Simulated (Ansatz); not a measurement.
A computed series for MoSi2: pressure series

The parent structure is MoSi2 (space group I4/mmm, No. 139; a = 3.190 Å, c = 7.821 Å).

Cell and atoms are relaxed at each pressure.

All numbers come from plane-wave PAW DFT at the PBEsol level (Ansatz, a quantum-chemistry and plane-wave program, 420 eV), scalar-relativistic without spin-orbit coupling.

```tsv
pressure (GPa)	volume per atom (Å³/atom)
-2	13.390
-1	13.327
0	13.266
0.9	13.212
2.1	?
4.5	13.007
9	12.773
15	12.492
30	11.904
```

Problem. Fit the third-order Birch–Murnaghan form P(V) = (3B₀/2)[(V₀/V)^(7/3) − (V₀/V)^(5/3)]·[1 + (3/4)(B₀′ − 4)((V₀/V)^(2/3) − 1)] (squares taken in P) to the rows shown and predict the withheld row.

Solution. Least squares on the printed values gives V₀ = 13.266 Å³/atom, B₀ = 219 GPa, B₀′ = 4.3; this predicts 13.142 Å³/atom, and the run gives 13.142 Å³/atom, in agreement.

Load acts through the strain it causes; cell and atoms are relaxed under it. Whether these cells are dynamically stable was not tested. No other phases were tried under pressure. All final runs are without spin polarisation.
